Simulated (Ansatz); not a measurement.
The parent structure is MoS2 in the 2H-MoS2 type structure (space group P6_3/mmc, No. 194; a = 3.1090 Å, c = 11.7088 Å; layered, stacked along the Cartesian z axis).

The values are results of Ansatz (an electronic-structure program) PBEsol-D3(BJ), scalar-relativistic without spin-orbit coupling, not measurements.

Base values:

| Quantity | Result |
|---|---|
| Shortest interatomic distance | 2.380 Å |
| Hole mass | 1.1 mₑ along c, 0.50 mₑ across (at Γ) |
| Band gap | 0.52 eV |

Perturbation: every Mo is replaced by W; the structure is relaxed again.

### Question
How does this affect the shortest interatomic distance?

### Answer
The shortest interatomic distance goes up by 0.0083 Å, from 2.380 Å to 2.389 Å.

### Question
Estimate the effect on the hole mass.

### Answer
The hole mass changes from 1.1 mₑ along c, 0.50 mₑ across (at Γ) to 0.96 mₑ along c, 0.46 mₑ across (at Γ).

### Question
Predict the new band gap.

### Answer
The band gap rises by 0.13 eV, from 0.52 eV to 0.65 eV.

Spin-orbit coupling, missing from the scalar runs, can matter with W. Masses are band curvatures over ±0.01 Å⁻¹ around the edge. No phonon test of stability was made.
